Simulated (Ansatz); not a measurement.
The parent structure is ZnGeP₂ in the chalcopyrite structure (space group I-42d, No. 122; a = 5.3740 Å, c = 10.6255 Å). Axes: x, y, z lie along a, b, c of the conventional cell.

The values are results of LDA (Ansatz, a first-principles code; PAW; 420 eV plane waves; without spin-orbit coupling), not measurements.

Base values:

The pressure is -0.01 GPa and the band gap comes out as 1.00 eV.

The change: uniaxial strain ε_xx = −0.75 %, all other strain components held at zero; the atoms relax in the strained cell.

Q: What does the calculation give for the energy relative to the base, pressure and band gap after the change?

A: The energy grows by 0.5 meV/atom; the pressure (mean of the normal stresses, compression positive) grows by 0.68 GPa to 0.67 GPa; the band gap drops by 0.027 eV to 0.98 eV.

Stability against distortions was not tested.
